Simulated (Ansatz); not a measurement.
**Hypothetical diamond Ni: biaxial strain −1.50 %, plane normal [111], relaxed out of plane**

Take Ni in the diamond structure (space group Fd-3m, No. 227; a = 5.0112 Å; ferromagnetic; a hypothetical phase, not in the database extracts checked; relaxed with 0.1 eV smearing) as the base. Axes: x, y, z lie along the cube axes.

One thing is altered: compressive biaxial strain of 1.50 % in the plane normal to [111], as in epitaxy on a mismatched substrate; the out-of-plane cell vector and the atoms relax.

Computed with Kohn–Sham DFT with the PBEsol functional, run in Ansatz (a program for electronic structure) with PAW and 420 eV plane waves, without spin-orbit coupling. Settings: 20×20×20 k-points, 0.1 eV Fermi–Dirac smearing.

```csv
quantity,base,changed,shift
volume per atom,15.73 Å³,16.05 Å³,+0.32 Å³
space group,Fd-3m (No. 227),R-3m (No. 166),–
shortest interatomic distance,2.170 Å,2.176 Å,+0.006 Å
energy relative to the base (free energy F),0 meV/atom,-6.7 meV/atom,-6.7 meV/atom
band gap,zero,zero,–
magnetic state,ferromagnetic,ferromagnetic,–
largest site moment,0.82 μB,0.82 μB,0.00 μB
out-of-plane strain,–,+5.18 %,–
ratio −ε⊥/ε∥,–,3.45,–
mean in-plane stress (compression positive),–,-4.0 GPa,–
```

Final structure (turned so that z lies along the plane normal):

```yaml
crystal:
  lattice:
    - [3.49031, 0.00000, 0.00000]
    - [1.74515, 3.02269, 0.00000]
    - [1.74515, -1.00756, 3.04310]
  atoms:
    - { symbol: Ni, position: [0.51164, 0.74418, 0.23254] }
    - { symbol: Ni, position: [0.98836, 0.50582, 0.51746] }
```

Cost of the whole job for the changed cell (relaxation, final SCF and bands): roughly 17 core-minutes.

Other magnetic orders, which the real material may have, were not ruled out. Whether these cells are dynamically stable was not tested. Under biaxial strain −1.50 %, plane normal [111], relaxed out of plane the cell ends below the base's energy or with stress of the wrong sign: the atoms slid into a distortion or the cell is elastically unstable, so the base is not a stable minimum at this level.
